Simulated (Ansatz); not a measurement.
Input:

```
HgTe
1.0
    0.00000     3.25489     3.17352
    3.25489     0.00000     3.17352
    3.25489     3.25489     0.00000
Hg Te
1 1
Direct
  0.00000   0.00000   0.00000
  0.25000   0.25000   0.25000
```

No spin polarisation.

All numbers come from PBEsol (Ansatz, a quantum-chemistry and plane-wave program; PAW; 420 eV plane waves; spin-orbit coupling left out). Γ-centred 9×9×9 mesh, Fermi–Dirac width 0.05 eV.

Question: Predict the pressure and space group.

Answer: The pressure (mean of the normal stresses, compression positive) comes out as 1.1 GPa and the space group comes out as I-4m2 (No. 119).

The cells carry an imposed strain or load. No phonon test of stability was made. The cell was made from HgTe in the zinc blende structure (space group F-43m, No. 216) by this change: uniaxial strain ε_zz = −2.50 %.
